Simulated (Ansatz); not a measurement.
# TiTe2 under a change: Te → Sb

Consider TiTe$_{2}$ in the CdI2 type structure (space group P-3m1, No. 164; a = 3.618 Å, c = 6.225 Å; layered, stacked along the Cartesian z axis).

One thing is altered: full substitution Te → Sb, then cell and atoms are relaxed.

Method: PBEsol-D3(BJ) (Ansatz, a first-principles code, PAW, no spin-orbit coupling). Settings: 16×16×7 k-points, 0.05 eV Fermi–Dirac smearing, for the changed cell.

| quantity | base | changed | shift |
|---|---|---|---|
| volume per atom | 23.52 Å³ | 20.84 Å³ | -2.674 Å³ |
| density | 7.13 g/cm³ | 7.74 g/cm³ | +0.61 g/cm³ |
| lattice parameter a | 3.618 Å | 3.328 Å | -0.290 Å |
| c/a ratio | 1.721 | 1.960 | +0.239 |
| space group | P-3m1 (No. 164) | P-3m1 (No. 164) | – |
| shortest interatomic distance | 2.712 Å | 2.762 Å | +0.050 Å |
| band gap | zero | zero | – |

No phonon test of stability was made. As relaxed here, TiSb2 is a hypothetical phase, not in the database extracts checked. The final runs are not spin-polarised. TiSb2 has a high density of states at the Fermi level and may be magnetic at this level.
